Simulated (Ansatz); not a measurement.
Given:

```
CELL_PARAMETERS angstrom
      5.13151     0.00000     0.00000
      0.00000     3.73092     0.00000
      0.00000     0.00000     7.07625
ATOMIC_POSITIONS crystal
  Ni 0.53890 0.25000 0.79936
  Ni 0.03890 0.25000 0.70064
  Ni 0.46110 0.75000 0.20064
  Ni 0.96110 0.75000 0.29936
  Ni 0.16668 0.25000 0.06059
  Ni 0.66668 0.25000 0.43941
  Ni 0.83332 0.75000 0.93941
  Ni 0.33332 0.75000 0.56059
  Si 0.71891 0.25000 0.11561
  Si 0.21891 0.25000 0.38439
  Si 0.28109 0.75000 0.88439
  Si 0.78109 0.75000 0.61561
```

No spin polarisation.

All numbers come from PBE (Ansatz, a first-principles code, PAW, without spin-orbit coupling), earlier PAW set. Γ-centred 8×10×6 mesh, Fermi–Dirac width 0.05 eV.

Question: Estimate the band gap.

Answer: Zero.

Question: Estimate the pressure (mean of the normal stresses, compression positive).

Answer: -3.4 GPa.

Question: Predict the space group.

Answer: Pnma (No. 62).

The cells carry an imposed strain or load. Stability against distortions was not tested. The final runs are not spin-polarised. The cell was made from Ni₂Si (space group Pnma, No. 62; non-magnetic) by this change: uniaxial strain ε_xx = +2.20 %.
